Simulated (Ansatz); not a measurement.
Consider V in the bcc (W type) structure (space group Im-3m, No. 229; a = 2.997 Å).

(Cell as relaxed with PBE.)

Levels (all Ansatz, a program for electronic structure, PAW, earlier PAW set): PBE (420 eV, without spin-orbit coupling); r2SCAN (500 eV, without spin-orbit coupling).

Each level relaxes its own structure.

```
quantity                  PBE    r2SCAN
-------------------  --------  --------
volume per atom      13.46 Å³  13.30 Å³
lattice parameter a   2.997 Å   2.985 Å
band gap                 zero      zero
```

PBE's volume per atom lies 0.170 Å³ above r2SCAN's (1.3 %); PBE's lattice parameter a lies 0.0126 Å above r2SCAN's (0.4 %); the two agree on the band gap. Neither level is exact; r2SCAN is the comparison here, not a measurement.

Whether these cells are dynamically stable was not tested. Starting moments died away, wholly or in part, for the base; another magnetic solution may exist. All final runs are without spin polarisation.
